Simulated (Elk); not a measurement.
Worked example: self-consistent single point of BaTlO₃ (Pm-3m, 5 atoms in the cell) in Elk.

Computed with PBEsol, all-electron FP-LAPW, Elk's shipped species files, default APW+lo basis run with Elk.

The change in words: lattice scaled by 0.98. Reference geometry:
```
CELL_PARAMETERS angstrom
      4.35024     0.00000     0.00000
      0.00000     4.35024     0.00000
      0.00000     0.00000     4.35024
ATOMIC_POSITIONS crystal
  Ba 0.00000 0.00000 0.00000
  Tl 0.50000 0.50000 0.50000
  O  0.50000 0.50000 0.00000
  O  0.00000 0.50000 0.50000
  O  0.50000 0.00000 0.50000
```

Reference input (self-consistent single point, DFT, PBEsol, all-electron FP-LAPW, Elk's shipped species files, default APW+lo basis): xctype = 22; stype = 0; swidth = 0.00999582 Ha; ngridk = 8 8 8; rmtscf = 0.84; maxscl = 100. This run's input differs from it in these lines:

```diff
@@ -22,5 +22,5 @@
 avec
-    4.3502400000    0.0000000000    0.0000000000
-    0.0000000000    4.3502400000    0.0000000000
-    0.0000000000    0.0000000000    4.3502400000
+    4.2632350000    0.0000000000    0.0000000000
+    0.0000000000    4.2632350000    0.0000000000
+    0.0000000000    0.0000000000    4.2632350000
```

Log, with long lists cut:

```
│ Self-consistent loop started │
│ Loop number : 1 │
 total energy                :     -28632.5256118
│ Loop number : 2 │
 total energy                :     -28633.3726609
RMS change in Kohn-Sham potential (target) :    1.410116828     (  0.1000000000E-05)
Absolute change in total energy (target)   :   0.8470490778     (  0.1000000000E-03)
│ Loop number : 3 │
 total energy                :     -28632.4347514
RMS change in Kohn-Sham potential (target) :    1.360959615     (  0.1000000000E-05)
Absolute change in total energy (target)   :   0.7261472043     (  0.1000000000E-03)
│ Loop number : 4 │
   [... lines left out ...]
Absolute change in total energy (target)   :   0.8671946853E-04 (  0.1000000000E-03)
│ Loop number : 14 │
 total energy                :     -28644.4442640
RMS change in Kohn-Sham potential (target) :   0.1302449140E-05 (  0.1000000000E-05)
Absolute change in total energy (target)   :   0.5454577331E-04 (  0.1000000000E-03)
│ Loop number : 15 │
 total energy                :     -28644.4442422
RMS change in Kohn-Sham potential (target) :   0.2021024085E-06 (  0.1000000000E-05)
Absolute change in total energy (target)   :   0.3544286301E-04 (  0.1000000000E-03)
Convergence targets achieved

│ Loop number : 16 │

Energies :
 Fermi                       :     0.238344297274
 total energy                :     -28644.4442513

Density of states at Fermi energy :    52.02825420
 (states/Hartree/unit cell)

Estimated indirect band gap :   0.1474176747E-01
 from k-point     28 to k-point     33
Estimated direct band gap   :   0.2242708058E-01
 at k-point     33

Charges :
 core                        :    104.0000000
 valence                     :    57.00000000
 interstitial                :    9.498604958
 muffin-tins (core leakage)
  species :    1 (Ba)
   atom    1                 :    52.59088093     (  0.1250644614E-03)
  species :    2 (Tl)
   atom    1                 :    78.57761435     (  0.5399006382E-03)
  species :    3 (O)
   atom    1                 :    6.777633253     (  0.3169300220E-06)
   atom    2                 :    6.777633253     (  0.3169300220E-06)
   atom    3                 :    6.777633253     (  0.3169300220E-06)
 total in muffin-tins        :    151.5013950
 total calculated charge     :    161.0037103
 total charge                :    161.0000000
 error                       :   0.3710343920E-02

│ Self-consistent loop stopped │
```

The run converged in 16 iterations. The count includes the last loop, which Elk runs after its targets are met. Against the reference run the total energy goes down by 14.3 meV/atom.

The starting cell comes from a database of computed structures (which also holds hypothetical and non-ambient phases and stackings), without a prior relaxation at this level. For this run, on top of that: lattice scaled by 0.98. Spin-orbit coupling is off. Values depend on the basis (sphere radii, cutoffs, local orbitals), which need not be converged. The run gives no clean gap (levels at the Fermi energy touch, overlap or are partly filled at this smearing), which alone does not show that the compound is a metal. The log's line on a gap gives a spacing of levels on this mesh, which the program prints for metals too.

Cost on one core of a shared machine: roughly 50 s.
